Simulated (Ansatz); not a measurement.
Surface energy of faces of hcp Sc in PBE and in LDA, in Ansatz (plane waves, PAW). Symmetric slabs relaxed with PBE from ideal cuts in 1x1 cells (the lowest computed cut and spin start of each face; real faces may reconstruct in larger cells); LDA values are single points on them, with the bulk at the same level. No spin-orbit coupling, no U.

```csv
face,PBE (J/m²),LDA (J/m²)
(0001),1.26,1.41
(10-10),1.20,1.34
(10-11),1.22,1.35
(10-12),1.24,1.42
(10-13),1.30,1.46
(11-20),1.26,?
(11-21),1.38,1.56
(11-22),1.34,1.48
(20-21),1.23,1.37
```

### Question
Fit a straight line y = a·x + b by least squares to the 8 complete rows (x: PBE (J/m²); y: LDA (J/m²)).

### Answer
the means are x̄ = 1.2712 and ȳ = 1.4238; Σ(x − x̄)² = 0.027888 and Σ(x − x̄)(y − ȳ) = 0.031962, so a = 1.146 and b = ȳ − a·x̄ = -0.033. The largest residual is 0.032.

### Question
What does the line predict for the withheld row, (11-20), and what did the calculation give?

### Answer
the line gives 1.41; the calculation gave 1.45, a miss of 0.04, of the size of the fitted rows' scatter and rounding.

Ansatz is a first-principles code.
